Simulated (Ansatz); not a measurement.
## NiO₂ (R-3m, No. 166, 3 atoms in the cell; start mp-35925)

The numbers are results of r²SCAN (Ansatz, a program for electronic structure, plane waves, PAW), not measurements.

Numerical settings: plane-wave cutoff 560 eV, 14×14×14 k mesh, Fermi–Dirac smearing 0.01 eV, no spin polarisation, scalar-relativistic PAW data made under PBE.

Cell (relaxed at this level):

```xyz
3
Lattice="1.3869 0.8007 5.1148 -1.3869 0.8007 5.1148 0.0000 -1.6014 5.1148" Properties=species:S:1:pos:R:3 pbc="T T T"
Ni     0.0000     0.0000     0.0000
O      0.0000     0.0000     9.2889
O      0.0000     0.0000     6.0554
```

For NiO₂ (R-3m, No. 166, 3 atoms in the cell; start mp-35925), the band gap is 1.60 eV (indirect) and the smallest direct gap on the k points sampled comes out as 1.88 eV. The direct gap at Γ is 3.24 eV.

Note: the cell has widely spaced layers and the level no dispersion term, so their spacing and the moduli can rest on weak binding.

Computed values are for the static lattice.

A start named mp-… is a Materials Project structure, which need not be a measured phase.
